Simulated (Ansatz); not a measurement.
We consider Ta2O5 (Pmmn, No. 59, 14 atoms in the cell; start mp-1539317), described by HSE06 (Ansatz, a quantum-chemistry and plane-wave program, plane waves, PAW).

Run with plane-wave cutoff 460 eV, 6×2×6 k mesh (along the axes of the cell as run), Fermi–Dirac smearing 0.01 eV, scalar-relativistic PAW data made under PBE.

Cell (relaxed with PBEsol):

```cif
data_O10Ta4
_chemical_formula_sum 'Ta4 O10'
_space_group_name_H-M_alt 'Pmmn :1'
_space_group_IT_number 59
_space_group_name_Hall 'P 2 2ab -1ab'
_cell_length_a 3.83815
_cell_length_b 12.99305
_cell_length_c 3.86936
_cell_angle_alpha 90.000
_cell_angle_beta 90.000
_cell_angle_gamma 90.000
loop_
_space_group_symop_operation_xyz
  'x, y, z'
  '-x, -y, z'
  'x+1/2, -y+1/2, -z'
  '-x+1/2, y+1/2, -z'
  '-x+1/2, -y+1/2, -z'
  'x+1/2, y+1/2, -z'
  '-x, y, z'
  'x, -y, z'
loop_
_atom_site_label
_atom_site_type_symbol
_atom_site_symmetry_multiplicity
_atom_site_Wyckoff_symbol
_atom_site_fract_x
_atom_site_fract_y
_atom_site_fract_z
_atom_site_occupancy
Ta1 Ta 4 e 0.00000 0.14618 0.02192 1
O1 O 4 e 0.50000 0.18521 0.00201 1
O2 O 4 e 0.00000 0.14932 0.50752 1
O3 O 2 a 0.00000 0.00000 0.00469 1
```

**Question.** Give the computed band gap and smallest direct gap on the k points sampled.

**Answer.** 
* **band gap**: 3.77 eV (on the SCF k mesh)
* **smallest direct gap on the k points sampled**: 4.38 eV

Note: cell and atoms aren't relaxed at this level (largest force component 0.16 eV/Å, pressure -0.9 GPa).

Spin–orbit coupling is not included.

Computing time: around 17 core-minutes (rough).

A start named mp-… is a Materials Project structure, which need not be a measured phase.
